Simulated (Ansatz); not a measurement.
Subject: the reaction energy. Reaction: Ge (diamond) + SnCl4 (gas) → GeCl2 (gas) + SnCl2 (gas). Negative: the products are lower in energy.

Ge (diamond, Fd-3m), 2 atoms in the cell, k-point mesh 10×10×10 on the run's own vectors. Conventional cell: a = b = c = 5.760 Å, α = β = γ = 90.00°.

An isolated GeCl2 molecule (singlet) in a box of 14 × 12 × 12 Å.
```xyz
3

Ge     0.0000    -0.9367     0.0000
Cl     1.7024     0.4684     0.0000
Cl    -1.7024     0.4684     0.0000
```

An isolated SnCl2 molecule (singlet) in a box of 15 × 13 × 12 Å.
```xyz
3

Sn     0.0000    -1.0334     0.0000
Cl     1.8222     0.5167     0.0000
Cl    -1.8222     0.5167     0.0000
```

An isolated SnCl4 molecule (singlet) in a box of 15 × 14 × 15 Å.
```xyz
5

Cl    -1.7988    -0.8591    -1.1849
Sn     0.0000     0.0000     0.0000
Cl    -0.3142     2.2720     0.3427
Cl     1.9519    -0.3372    -1.2059
Cl     0.1611    -1.0757     2.0481
```

Computed with Ansatz (plane waves, PAW), its default PAW set, cutoff 420 eV. The structures are at rest with PBE; other levels are single points on them. HSE06 runs on coarser k-point meshes, mended by the PBE difference between the two meshes. Neutral cells; Fermi-Dirac smearing of at most 0.05 eV in the solids, energies taken to zero width. The lattices are those relaxed with PBE, so at other levels the solids can be strained, which adds to the spread. A dispersion term (D3(BJ), or D4 for r2SCAN) was computed beside these levels and is taken off wherever the name lacks it. Static lattices, no vibrational contributions. The structures are the rest points that the relaxations reached, not proven lowest. The runs are scalar-relativistic, without spin-orbit coupling.

What is the computed value (HSE06)?

0.89 eV, for Ge (diamond) + SnCl4 (gas) → GeCl2 (gas) + SnCl2 (gas).

List the value at the remaining levels and say how far they part.


```json
[
 {"Level": "PBE", "value (eV)": "0.55", "less HSE06": "-0.34"}
]
```

The levels span 0.34 eV, from PBE (0.55) to HSE06 (0.89).

Ansatz is an electronic-structure program.
